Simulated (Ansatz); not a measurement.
Input of the mobility step, Ansatz (a quantum-chemistry and plane-wave program) with LDA, finite-displacement electron-phonon coupling, linearised Boltzmann equation, C (Fd-3m). Condition of this run: measured lattice constant, not relaxed.

Ansatz 0.2 input:
```
crystal:
  lattice:
    - [0.0, 1.785, 1.785]
    - [1.785, 0.0, 1.785]
    - [1.785, 1.785, 0.0]
  atoms:
    - { symbol: C, position: [0.0, 0.0, 0.0] }
    - { symbol: C, position: [0.25, 0.25, 0.25] }
kpoints:
  mp_grid: { grid: [8, 8, 8] }
hamiltonian:
  xc: lda
  pseudopotentials: { kind: paw }
scf:
  occupations: { method: fixed }
phonons:
  supercell: [4, 4, 4]
  carrier_mobility: { temperatures: [150, 200, 250, 300, 350, 400, 500, 600] }
```

An excerpt of its output:

```
--- Carrier mobility (electrons): potentials and phonons of a 4×4×4 supercell ---
  scattering by the run's harmonic phonons alone; scattering by impurities, by other carriers and their screening is left out, and so is spin–orbit coupling
  band edge at 17.1077 eV
  valley at (0.0000 0.3629 0.3629), 6 points alike, 0.00 meV above the edge
  a displaced site's charge and quadrupole, each over the dielectric constant: up to 0.000 e and 0.217 e·Å; the charges' sum missed by 0.131 e
  the run chose the mesh 124×124×124 (1.5 steps from a valley's bottom to the thermal energy of 150 K, as the couplings on a denser one leave too little of the memory); type phonons.carrier_mobility.mesh for another
  mobility, cm²/(V·s), of a tensor a third of its trace; what the velocities' spread within the cells of the mesh adds; mean energy transported, in kT; Lorenz number, in (k/e)²:
           mesh  steps/k_T     T (K)         cm⁻³     solution         MRTA        SERTA  in cells    energy    Lorenz
    124×124×124       1.50    150.00          few     5.2479e3     5.2263e3     5.0910e3    7.49 %     1.965     1.907
    124×124×124       1.73    200.00          few     3.2779e3     3.2658e3     3.1811e3    5.65 %     1.958     1.828
    124×124×124       1.94    250.00          few     2.2146e3     2.2066e3     2.1519e3    4.51 %     1.938     1.688
    124×124×124       2.12    300.00          few     1.5491e3     1.5434e3     1.5082e3    3.73 %     1.907     1.524
    124×124×124       2.29    350.00          few     1.1074e3     1.1031e3     1.0807e3    3.18 %     1.869     1.370
    124×124×124       2.45    400.00          few     8.0820e2     8.0500e2     7.9068e2    2.79 %     1.827     1.246
    124×124×124       2.74    500.00          few     4.6034e2     4.5853e2     4.5240e2    2.27 %     1.746     1.102
    124×124×124       3.00    600.00          few     2.8618e2     2.8514e2     2.8225e2    1.95 %     1.683     1.066
       62×62×62       0.75    150.00          few     5.6465e3     5.6156e3     5.5899e3   29.44 %     1.878     1.891
       62×62×62       0.87    200.00          few     3.4297e3     3.4145e3     3.3914e3   22.67 %     1.900     1.834
       62×62×62       0.97    250.00          few     2.2794e3     2.2699e3     2.2517e3   18.23 %     1.900     1.699
       62×62×62       1.06    300.00          few     1.5773e3     1.5709e3     1.5578e3   15.09 %     1.884     1.533
       62×62×62       1.15    350.00          few     1.1201e3     1.1154e3     1.1064e3   12.85 %     1.854     1.376
       62×62×62       1.23    400.00          few     8.1402e2     8.1064e2     8.0460e2   11.22 %     1.818     1.249
       62×62×62       1.37    500.00          few     4.6166e2     4.5979e2     4.5715e2    9.08 %     1.742     1.102
       62×62×62       1.50    600.00          few     2.8645e2     2.8540e2     2.8419e2    7.74 %     1.682     1.066
  SERTA leaves out what is scattered into a state
  not converged in the mesh: from the mesh of half the divisions the mobility moves by up to 7.59 %; 7.5 % of it stand in the velocities' spread within the cells; MRTA moves by up to 7.45 %
  the changes of the potential over all sites missed a rigid shift's by 0.00 % (the site terms' by 0.45 %)
  the long waves of the potentials, up to 0.762 1/Å, are read off 3 elongated supercells
  the phonons are corrected at the wavevectors of the elongated supercells: the repeat alone misses a frequency there by up to 2.79 %, and what leaves one of them out by up to 1.59 %
```

Scattering by harmonic phonons alone: no impurities, screening or carrier-carrier scattering, bands fixed at 0 K. From a coarser fine mesh the values given move by up to 8 %. The mesh was bound by memory.
